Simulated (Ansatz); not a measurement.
**Element substitutions in Ta**

Base system: Ta in the bcc (W type) structure (space group Im-3m, No. 229; a = 3.2819 Å).

Each row replaces one element on all its sites; cell and atoms are relaxed.

Method: plane-wave PAW DFT at the PBEsol level (Ansatz, a quantum-chemistry and plane-wave program, 420 eV), scalar-relativistic without spin-orbit coupling.

```csv
change,shortest interatomic distance,density
base,5.371 bohr,17.00 g/cm³
Ta → Hf,5.712 bohr,13.94 g/cm³
Ta → Fe,4.561 bohr,8.57 g/cm³
Ta → Lu,6.252 bohr,10.42 g/cm³
Ta → W,5.162 bohr,19.45 g/cm³
```

Other magnetic orders, which the real material may have, were not ruled out. No phonon test of stability was made. For Lu in this form, whether it has been made was not checked. Spin-polarised in the final run: Fe; the other runs are not. This is not the structure that Hf has at room temperature and ambient pressure. This is not the structure that Lu has at room temperature and ambient pressure.
